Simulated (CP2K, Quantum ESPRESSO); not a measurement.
A CP2K input for a self-consistent single point of InHO₂ (Pmn2_1, 8 atoms in the cell) (DFT LDA (Pade form), GPW, DZVP-MOLOPT-SR-GTH basis, GTH-PADE potentials (GTH_POTENTIALS)):

```
&GLOBAL
  PROJECT calc
  RUN_TYPE ENERGY_FORCE
  PRINT_LEVEL LOW
&END GLOBAL
&FORCE_EVAL
  METHOD Quickstep
  STRESS_TENSOR ANALYTICAL
  &DFT
    BASIS_SET_FILE_NAME BASIS_MOLOPT
    POTENTIAL_FILE_NAME GTH_POTENTIALS
    &QS
      METHOD GPW
      EPS_DEFAULT 1E-10
    &END QS
    &MGRID
      CUTOFF 500
      REL_CUTOFF 40
      NGRIDS 5
    &END MGRID
    &SCF
      SCF_GUESS ATOMIC
      EPS_SCF 1E-6
      MAX_SCF 100
      ADDED_MOS 9
      &DIAGONALIZATION
        ALGORITHM STANDARD
      &END DIAGONALIZATION
      &MIXING
        METHOD BROYDEN_MIXING
        ALPHA 0.3
        NBUFFER 8
      &END MIXING
      &SMEAR ON
        METHOD FERMI_DIRAC
        ELECTRONIC_TEMPERATURE [K] 116.05
      &END SMEAR
    &END SCF
    &KPOINTS
      SCHEME MONKHORST-PACK 7 5 4
      GAMMA_CENTERED T
    &END KPOINTS
    &XC
      &XC_FUNCTIONAL PADE
      &END XC_FUNCTIONAL
    &END XC
    &PRINT
      &MO
        EIGENVALUES T
        OCCUPATION_NUMBERS T
        NDIGITS 8
        FILENAME mo
        &EACH
          QS_SCF 0
        &END EACH
        ADD_LAST NUMERIC
      &END MO
      &MULLIKEN OFF
      &END MULLIKEN
    &END PRINT
  &END DFT
  &SUBSYS
    &CELL
      ABC 3.23253000 4.49871000 5.19608700
      ALPHA_BETA_GAMMA 90.00000000 90.00000000 90.00000000
      PERIODIC XYZ
    &END CELL
    &COORD
      SCALED
      In       0.00000000     0.72794000     0.00035000
      In       0.50000000     0.27206000     0.50035000
      H        0.00000000     0.80110000     0.47911000
      H        0.50000000     0.19890000     0.97911000
      O        0.00000000     0.52282000     0.63851000
      O        0.50000000     0.47718000     0.13851000
      O        0.00000000     0.98158000     0.36403000
      O        0.50000000     0.01842000     0.86403000
    &END COORD
    &KIND In
      BASIS_SET DZVP-MOLOPT-SR-GTH-q13
      POTENTIAL GTH-PADE-q13
    &END KIND
    &KIND H
      BASIS_SET DZVP-MOLOPT-SR-GTH-q1
      POTENTIAL GTH-PADE-q1
    &END KIND
    &KIND O
      BASIS_SET DZVP-MOLOPT-SR-GTH-q6
      POTENTIAL GTH-PADE-q6
    &END KIND
  &END SUBSYS
  &PRINT
    &FORCES ON
    &END FORCES
    &STRESS_TENSOR ON
    &END STRESS_TENSOR
  &END PRINT
&END FORCE_EVAL
```

Question: Write the same calculation as an input for Quantum ESPRESSO.

Answer: One input that does it (others would too):

```fortran
&CONTROL
    calculation = 'scf'
    prefix = 'InHO2'
    outdir = './tmp/'
    pseudo_dir = './'
    tprnfor = .true.
    tstress = .true.
/
&SYSTEM
    ibrav = 0
    nat = 8
    ntyp = 3
    ecutwfc = 40
    ecutrho = 200
    occupations = 'smearing'
    smearing = 'fd'
    degauss = 0.000734986
/
&ELECTRONS
    conv_thr = 1.0e-11
    mixing_beta = 0.3
/
ATOMIC_SPECIES
In   114.8180  in_lda_v1.4.uspp.F.UPF
H      1.0080  h_lda_v1.4.uspp.F.UPF
O     15.9990  o_lda_v1.2.uspp.F.UPF
ATOMIC_POSITIONS {crystal}
In    0.0000000000    0.7279400000    0.0003500000
In    0.5000000000    0.2720600000    0.5003500000
H     0.0000000000    0.8011000000    0.4791100000
H     0.5000000000    0.1989000000    0.9791100000
O     0.0000000000    0.5228200000    0.6385100000
O     0.5000000000    0.4771800000    0.1385100000
O     0.0000000000    0.9815800000    0.3640300000
O     0.5000000000    0.0184200000    0.8640300000
K_POINTS {automatic}
7 5 4  0 0 0
CELL_PARAMETERS {angstrom}
   3.2325300000     0.0000000000     0.0000000000
   0.0000000000     4.4987100000     0.0000000000
   0.0000000000     0.0000000000     5.1960870000
```

Basis settings and potentials, where a program has them, do not carry over. This input uses DFT, LDA (PZ), plane waves, GBRV 1.5 ultrasoft (LDA) pseudopotentials. LDA parametrisations can differ slightly between programs.

The starting cell comes from a database of computed structures (which also holds hypothetical and non-ambient phases and stackings), without a prior relaxation at this level. For this run, on top of that: lattice scaled by 0.98.
